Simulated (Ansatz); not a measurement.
# Point-defect migration in cuprite

Some mobile defects of cuprite. All values below come from PBE, PAW (plane waves to 420 eV; Ansatz, a quantum-chemistry and plane-wave program).

Barriers are those of the lowest checked hop between equivalent sites, from the lowest site run (climbing-image NEB, static, fixed cells, no finite-size terms; on the finer meshes named, energies are single points at the band's geometries). One hop need not carry long-range diffusion, and untried routes could be lower. Saddle orders were checked for a part of the study's bands only and are not shown. Vacancies start on their lattice site; split forms were not set up. Charge states are imposed.

```
Defect                                                   Route  Hop (Å)  Direction in the unit cell                                                             Neighbours at the saddle                     Cell  Barrier (eV)
--------------------------  ----------------------------------  -------  --------------------------  -----------------------------------------------------------------------------------  -----------------------  ------------
Cu vacancy, charge -1       a nearby Cu jumps into the vacancy     3.15          (0.52, 0.52, 0.00)                                                  2 O at 2.04, O at 2.45, O at 2.48 Å  48 sites, 2×2×2 shifted          0.48
interstitial Cu, charge +1                   Cu moves farthest     2.05          (0.06, 0.47, 0.02)          Cu at 2.30, Cu at 2.32, 2 Cu at 2.58, Cu at 2.64, Cu at 2.65; 2 O at 2.12 Å  48 sites, 2×2×2 shifted          0.37
interstitial Na, charge +1                   Na moves farthest     1.37        (-0.23, -0.23, 0.00)  Cu at 2.48, Cu at 2.57, Cu at 2.58, Cu at 2.80; O at 2.26, 2 O at 2.29, O at 2.93 Å  48 sites, 2×2×2 shifted             ?
```

Task: Complete the blanks.

Result: 
- interstitial Na, charge +1, Barrier (eV): 0.07
